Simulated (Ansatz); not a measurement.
The reference is Al2Cu (space group I4/mcm, No. 140; a = 6.060 Å, c = 4.875 Å).

The values are results of plane-wave PAW DFT at the PBE level (Ansatz, an electronic-structure program, 420 eV), scalar-relativistic without spin-orbit coupling, not measurements.

For the base:

* **c/a ratio**: 0.804
* **Shortest interatomic distance**: 2.437 Å
* **Density**: 4.36 g/cm³

It is then changed as follows: cell and atoms relaxed at a pressure of 15 GPa.

Q: What happens to the c/a ratio, shortest interatomic distance and density?

A: The c/a ratio drops by 0.003 (0.804 → 0.801); the shortest interatomic distance decreases by 0.0985 Å to 2.339 Å; the density goes up by 0.54 g/cm³ (4.36 g/cm³ → 4.90 g/cm³).

Load acts through the strain it causes; cell and atoms are relaxed under it. Whether these cells are dynamically stable was not tested. Competing high-pressure phases were not computed. All final runs are without spin polarisation.
